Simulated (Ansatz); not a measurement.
System: Cu-vacancy pair (Cu on one host Ti site, one Ti site vacant) in rock-salt TiC (neutral cell). The step: direct exchange of Cu with the vacancy (Cu-vacancy distance between ideal sites 3.06 Å throughout); the atom moves 2.87 Å along (0.00, 0.47, 0.47) of the unit cell; the moving atom starts with neighbours 2 C at 2.13, 2 C at 2.18, 2 C at 2.26 Å and ends with 2 C at 2.13, 2 C at 2.18, 2 C at 2.26 Å. A PBE band in Ansatz (plane-wave PAW, a 3×3×3 k-point mesh shifted by half a step, 64 host sites, 32 SCF runs with any check of the saddle's order, static, no finite-size correction) gives a forward barrier of 1.25 eV. The saddle point's order was not checked, and it lies on a symmetry element of the cell, where a band can be held. Forms of the defect that were not tried may lie lower. The start lies 0.41 eV above the lowest site run (PBE).

Single points at the band's start and saddle point can refine it. Rough cost of one point, in units of the band's mean SCF on the same machine:

```
Level                                                          Cost of one point
-------------------------------------------------------------  -----------------
PBE, a 4×4×4 k-point mesh shifted by half a step                         about 3
r2SCAN at 500 eV, a 3×3×3 k-point mesh shifted by half a step            about 2
```

**Question.** Which of these move the barrier by more than 0.1 eV, and how far does each move it?

**Answer.** Not one does. PBE, a 4×4×4 k-point mesh shifted by half a step: +0.02 eV; r2SCAN at 500 eV, a 3×3×3 k-point mesh shifted by half a step: +0.07 eV. Each functional is compared with PBE at the same k-points.

Ansatz is an electronic-structure program.
